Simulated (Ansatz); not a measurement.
The parent structure is CdSe in the zinc blende structure (space group F-43m, No. 216; a = 6.0820 Å). Axes: x, y, z lie along the cube axes.

All numbers come from PBEsol (Ansatz, a program for electronic structure), no spin-orbit coupling, earlier PAW set.

Strains are applied to the cell and any free atomic positions relax; under biaxial strain the out-of-plane vector relaxes too.

One change was made to it. Results:

The gap character remains direct at Γ; the band gap is nearly the same (0.48 eV against 0.47 eV); the pressure (mean of the normal stresses, compression positive) goes from zero to 1.78 GPa.

### Question
Name the change that was made.
A) uniaxial strain ε_zz = −3.18 %
B) isotropic strain −1.98 %
C) uniaxial strain ε_yy = −0.94 %
D) biaxial strain −3.74 %, plane normal [111], relaxed out of plane

### Answer
A, uniaxial strain ε_zz = −3.18 %. For comparison, the pressure in the other runs: isotropic strain −1.98 % gives 3.59 GPa; biaxial strain −3.74 %, plane normal [111], relaxed out of plane gives 2.21 GPa; uniaxial strain ε_yy = −0.94 % gives 0.50 GPa.

Whether these cells are dynamically stable was not tested. k-point labels follow each cell's own Brillouin zone.
